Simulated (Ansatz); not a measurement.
Consider SnS in the GeS type structure (space group Pnma, No. 62; a = 11.155 Å, b = 4.000 Å, c = 4.261 Å).

All numbers come from PBE-D3(BJ) (Ansatz, a quantum-chemistry and plane-wave program), no spin-orbit coupling.

For the base:

```
Property                         Result
-----------------------------  --------
Pressure                       0.00 GPa
Width of the top valence band   1.79 eV
```

It is then changed as follows: the cell is scaled by 1.0109 in all directions; the atoms relax in the strained cell.

Problem. How does this affect the pressure, width of the top valence band and largest internal atomic displacement?

Solution. The pressure (mean of the normal stresses, compression positive) goes from zero to -1.12 GPa; the width of the top valence band drops by 0.19 eV to 1.60 eV; the largest internal atomic displacement amounts to 0.028 Å.

The levels and masses belong to the bands next to the band gap. No phonon test of stability was made.
